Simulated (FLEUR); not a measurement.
Worked example: self-consistent single point of TiZn3 (P6_3/mmc, 8 atoms in the cell) in FLEUR.

Level of theory: PBEsol, all-electron FLAPW (FLEUR), scalar-relativistic valence in FLEUR.

The change in words: lattice scaled by 0.98. Reference geometry:
```
TiZn3
1.0
    5.58929     0.00000     0.00000
   -2.79464     4.84047     0.00000
    0.00000     0.00000     4.31574
Ti Zn
2 6
Cartesian
  2.79465   1.61349   1.07893
  0.00000   3.22698   3.23680
  1.38142   0.79756   3.23680
  1.41322   4.04290   1.07893
  0.00000   1.59513   1.07893
  2.79464   3.24534   3.23680
  4.20787   0.79756   3.23680
 -1.41322   4.04290   1.07893
```

Reference input (self-consistent single point, DFT, PBEsol, all-electron FLAPW (FLEUR), scalar-relativistic valence): Kmax = 4.2 1/bohr; GmaxXC = 16.8 1/bohr; xcFunctional = PBEs; jspins = 1; l_soc = F; mode = gauss; fermiSmearingEnergy = 0.00367493 Htr; mesh (inpgen div1-3) = 5 5 5; inpgen gamma flag = false; Gmax = 16.8 1/bohr; numbands = 0; maxIterBroyd = 40. This run's input differs from it in these lines:

```diff
@@ -3,5 +3,5 @@
 &input film=f /
-10.5622251543 -0.0000004058 0.0000000000
--5.2811122257 9.1471555071 0.0000000000
-0.0000000000 0.0000000000 8.1555590662
+10.3509807925 -0.0000005364 0.0000000000
+-5.1754899317 8.9642125886 0.0000000000
+0.0000000000 0.0000000000 7.9924473557
 1.0
@@ -50,5 +50,5 @@
          <bravaisMatrix>
-            <row-1>   10.5622251543000001    -0.0000004058000000     0.0000000000000000</row-1>
-            <row-2>   -5.2811122257000003     9.1471555071000008     0.0000000000000000</row-2>
-            <row-3>    0.0000000000000000     0.0000000000000000     8.1555590662000004</row-3>
+            <row-1>   10.3509807924999997    -0.0000005364000000     0.0000000000000000</row-1>
+            <row-2>   -5.1754899316999996     8.9642125886000006     0.0000000000000000</row-2>
+            <row-3>    0.0000000000000000     0.0000000000000000     7.9924473557000004</row-3>
          </bravaisMatrix>
```

Output (repeated stretches shortened):

```
 Iteration:     1   Distance:      16.64343553 me/bohr^3
 Iteration:     2   Distance:      12.24265093 me/bohr^3
 Iteration:     3   Distance:       5.66978335 me/bohr^3
 Iteration:     4   Distance:       4.66982044 me/bohr^3
 Iteration:     5   Distance:       4.51341136 me/bohr^3
   [... 8 lines left out ...]
 Iteration:    14   Distance:       0.00260619 me/bohr^3
 Iteration:    15   Distance:       0.00024371 me/bohr^3
 Iteration:    16   Distance:       0.00025977 me/bohr^3
 Iteration:    17   Distance:       0.00000553 me/bohr^3
 Reset of history
 Run finished successfully
 Stop message:
   Structural relaxation: new displacements generated

[file out, last iteration]
             iter=     18
[...]
          total density-effective poten   -1.9827390946E+04
          total charge density-energy d   -5.0410845359E+02
 Updated energy parameters for spin:           1
[...]
 fermi energy and band-weighting factors:
   [... 7 lines left out ...]

[...]
FERMIE:
          first approx. to ef    (T=0)  :   0.341396 htr   (energy of the highest occ. eigenvalue)
          number of occ. states  (T=0)  :        720
          first approx. to seigv (T=0)  :  -8.503218 htr
          sum of weights of occ. states :  48.016000
          sum of semicore charge        :   0.000000 e
          fermi energy=   0.34226 har   work function=  -9.31328 ev
   [... lines left out ...]
          total moment                 =     0.00000
 Direct bandgap for spin            1 :    7.5865550050681074E-003  Htr
 ---->    free energy=                    -12474.1477984565 htr
   [... lines left out ...]
      extrapolation for T->0
 ---->    total electron energy=          -12474.1477984565 htr
 ***** TOTAL FORCES ON ATOMS *****
 TOTAL FORCE FOR ATOM TYPE=  1  X= -5.175   Y=  2.988   Z=  1.998
                       FX_TOT= 0.000000 FY_TOT= 0.000000 FZ_TOT= 0.000000
 TOTAL FORCE FOR ATOM TYPE=  2  X=  2.558   Y=  1.477   Z= -1.998
                       FX_TOT=-0.000391 FY_TOT=-0.000226 FZ_TOT= 0.000000
```

The run converged in 17 iterations. FLEUR gives forces in its relaxation mode, with a further iteration, so its stop message speaks of a relaxation. Against the reference run the total energy is nearly the same (within 1 meV/atom) and the largest force goes from 0.015 to 0.023 eV/Å.

The starting cell comes from a database of computed structures (which also holds hypothetical and non-ambient phases and stackings), without a prior relaxation at this level. Its lattice was rescaled by a random factor within 2.5 % of one. For this run, on top of that: lattice scaled by 0.98. Spin polarisation is off. Values depend on the basis (sphere radii, cutoffs, local orbitals), which need not be converged. The log's line on a gap gives a spacing of levels on this mesh, which the program prints for metals too.

Cost on one core of a shared machine: roughly 8 min.
